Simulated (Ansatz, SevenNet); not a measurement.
For cubic perovskite CsPbBr3 (cubic high-temperature phase), the machine-learned potential SevenNet-0 (trained on PBE and PBE+U data) gives:

equilibrium lattice constant a: 6.008 Å
bulk modulus: 20.7 GPa

### Question
What does PBE0 in Ansatz (PAW) give for the same quantities?

### Answer

- lattice constant a: 5.970 Å (falls by 0.6 %)
- bulk modulus: 19.9 GPa (falls by 3.9 %)

Changes are worked out from the printed values.

Unless a cell is named, each level is at its own relaxed cell (SevenNet-0 43.37, PBE0 42.56 Å³/atom).

Levels without +SOC leave out spin–orbit coupling, which shifts energies and cells of such heavy elements.

Caveats: the relaxation could not lower the start's symmetry, so the cell can be a saddle point above a distorted one (SevenNet-0, PBE0). Ansatz's density-functional and Hartree–Fock values are scalar-relativistic unless marked +SOC, with PAW data made under PBE.

Ansatz is a program for electronic structure.
